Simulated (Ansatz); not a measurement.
# SnSe2: carrier doping

The parent structure is SnSe$_{2}$ in the CdI2 type structure (space group P-3m1, No. 164; layered, stacked along the Cartesian z axis).

```yaml
crystal:
  lattice:
    - [3.84028, 0.00000, 0.00000]
    - [-1.92014, 3.32578, 0.00000]
    - [0.00000, 0.00000, 6.00569]
  atoms:
    - { symbol: Sn, position: [0.00000, 0.00000, 0.00000] }
    - { symbol: Se, position: [0.33333, 0.66667, 0.26533] }
    - { symbol: Se, position: [0.66667, 0.33333, 0.73467] }
```

Carriers are added at fixed cell with a uniform background; the Fermi–Dirac width is that of 300 K.

Levels (all Ansatz, a quantum-chemistry and plane-wave program, PAW): PBE-D3(BJ) (420 eV, no spin-orbit coupling); r2SCAN+rVV10 (500 eV, scalar-relativistic without spin-orbit coupling).

The base cell above is that of PBE-D3(BJ); each level relaxes its own structures.

```csv
case,"largest internal atomic displacement, PBE-D3(BJ)","largest internal atomic displacement, r2SCAN+rVV10"
electrons 5.0×10^21 cm⁻³,0.051 Å,(withheld)
electrons 7.0×10^21 cm⁻³,0.073 Å,0.059 Å
electrons 1.0×10^22 cm⁻³,0.097 Å,0.093 Å
holes 5.0×10^21 cm⁻³,0.024 Å,(withheld)
holes 7.0×10^21 cm⁻³,0.036 Å,0.033 Å
holes 1.0×10^22 cm⁻³,0.055 Å,(withheld)
```

### Question
Complete the table.

### Answer

- electrons 5.0×10^21 cm⁻³, largest internal atomic displacement, r2SCAN+rVV10: 0.039 Å
- holes 5.0×10^21 cm⁻³, largest internal atomic displacement, r2SCAN+rVV10: 0.023 Å
- holes 1.0×10^22 cm⁻³, largest internal atomic displacement, r2SCAN+rVV10: 0.048 Å

The two levels differ by at most about 0.014 Å. They put the cases in the same order.

Charged cell with a jellium background: band edges are those of the host's band count, energies are not comparable with the neutral cell, and many-body gap narrowing is missing. Whether these cells are dynamically stable was not tested. All final runs are without spin polarisation.
